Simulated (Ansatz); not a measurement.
Take ZrIr$_{3}$ in the Cu3Au type structure (space group Pm-3m, No. 221; a = 3.9339 Å; relaxed with 0.1 eV smearing) as the base. Axes: x, y, z lie along the cube axes.

Perturbation: uniaxial strain ε_xx = −4.58 %, all other strain components held at zero; the atoms relax in the strained cell.

Levels (all Ansatz, a quantum-chemistry and plane-wave program, PAW): PBEsol (420 eV, no spin-orbit coupling); PBEsol+SOC (420 eV, noncollinear with spin-orbit coupling).

The geometry is relaxed with PBEsol.

* **PBEsol pressure**: 15.8 GPa

Task: What does PBEsol+SOC give at this geometry for the pressure?

Result: The pressure grows by 0.2 GPa to 16.0 GPa.

Single points use the geometry relaxed with PBEsol. The spin-orbit shifts are approximate. Whether these cells are dynamically stable was not tested. The runs without spin-orbit coupling are not spin-polarised.
